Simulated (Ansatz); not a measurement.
## MoS2: stress against strain

MoS2 (2H layered, P6_3/mmc, 17.307 Å³/atom and stress up to 0.01 GPa in the relaxed cell, c along z) under an equal strain ε in the (0001) plane with the normal axis free, as in a coherent film. PBE-D3(BJ) in Ansatz, a plane-wave DFT program (PAW, default set), 420 eV, 12×12×3 Γ-centred mesh, Fermi-Dirac smearing 0.05 eV; ions are relaxed, or left where forces stay under 0.02 eV/Å, within the symmetry of each cell. Stress is positive for a compressed cell.

Here s stands for strain and y for stress xx.

| strain (%) | stress xx (GPa) |
|---|---|
| -1.20 | 3.54 |
| -0.60 | 1.73 |
| 0.00 | 0.00 |
| 0.60 | -1.66 |
| 1.20 | -3.25 |
| 3.00 | ? |

Fit y against s with a straight line, and predict the withheld value at s = 3.00.

Means: s 0, y 0.072. About the means, the sum of products is -10.182 and the sum of squares of s is 3.6000; the slope is their ratio. Least squares gives y = 0.072 - 2.8283·s. Residuals (row less fit): 0.074, -0.039, -0.072, -0.035, 0.072; standard error 0.079 (degrees of freedom: 3). The slope gives the biaxial elastic modulus of this plane = 283 ± 4 GPa (± standard error of the fit, which holds the terms cut off). At the withheld row, y = 0.072 - 2.8283 × 3.0 = -8.413 GPa. The calculation gives -7.62 GPa, 0.793 GPa above the prediction (7.1 % of the range of y in the table). The row lies outside the fitted rows, so this is an extrapolation. From the scatter of the fitted rows alone, a prediction at this place has a standard error of 0.151 GPa, so the miss is 5.3 times that.

A polynomial of degree 2 through the 10 other runs of the series gives -7.58 there, so most of the miss is curvature that the fit leaves out. Rows are the converged runs of the series near zero and its far end; series whose fitted rows scatter by over a few per cent of the range, as at a crossing or softening among them, aren't shown in this form, nor equations of state whose B0' disagrees with the runs' pressures. Most that stay on the fit to the last digits aren't either.
